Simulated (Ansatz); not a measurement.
Pair distribution function (Li-O) of Li2O (antifluorite type), cell Li64O32, with the crystal as the starting point [in the run: it stayed crystalline; mean temperature 863 K (target 860 K); density 1.81 g/cm³, volume +11 % from the start crystal's; Γ point only, which a denser mesh shifts by 0.0 GPa in pressure and 0.00 eV/Å in forces], from MD at 863 K. Computed with PBE (plane waves, PAW; Ansatz, a program for electronic structure). Volume per atom 9.13 Å³, mean pressure -0.3 GPa. 

(r (Å), g(r)): (1.18, 0.00); (1.22, 0.00); (1.26, 0.00); (1.30, 0.00); (1.34, 0.00); (1.38, 0.00); (1.42, 0.00); (1.46, 0.00); (1.50, 0.00); (1.54, 0.00); (1.58, 0.02); (1.62, 0.08); (1.66, 0.28); (1.70, 0.62); (1.74, 1.13); (1.78, 1.94); (1.82, 2.73); (1.86, 3.60); (1.90, 4.10); (1.94, 4.60); (1.98, 4.37); (2.02, 4.16); (2.06, 3.89); (2.10, 3.48); (2.14, 2.95); (2.18, 2.56); (2.22, 2.15); (2.26, 1.74); (2.30, 1.42); (2.34, 1.10); (2.38, 0.96); (2.42, 0.71); (2.46, 0.54); (2.50, 0.46); (2.54, 0.38); (2.58, 0.29); (2.62, 0.23); (2.66, 0.17); (2.70, 0.14); (2.74, 0.10); (2.78, 0.07); (2.82, 0.07); (2.86, 0.05); (2.90, 0.03); (2.94, 0.03); (2.98, 0.03); (3.02, 0.03); (3.06, 0.02); (3.10, 0.03); (3.14, 0.03); (3.18, 0.04); (3.22, 0.04); (3.26, 0.07); (3.30, 0.09); (3.34, 0.14); (3.38, 0.18); (3.42, 0.25); (3.46, 0.32); (3.50, 0.45); (3.54, 0.60); (3.58, 0.79); (3.62, 1.02); (3.66, 1.22); (3.70, 1.50); (3.74, 1.77); (3.78, 2.03); (3.82, 2.41); (3.86, 2.55); (3.90, 2.74); (3.94, 2.84); (3.98, 2.81); (4.02, 2.67); (4.06, 2.62); (4.10, 2.32); (4.14, 2.11); (4.18, 1.77); (4.22, 1.49); (4.26, 1.26); (4.30, 0.96); (4.34, 0.73); (4.38, 0.55); (4.42, 0.40); (4.46, 0.30); (4.50, 0.22); (4.54, 0.17); (4.58, 0.16); (4.62, 0.14); (4.66, 0.16); (4.70, 0.20); (4.74, 0.28)

Problem. From these data, give where the first shell ends and the number of neighbours in it.

Solution. first minimum near 3.0 Å (g down to about 0.02); 4.0 O round each Li and 8.0 Li round each O in the shell, from n = 4πρ∫r²g(r)dr.
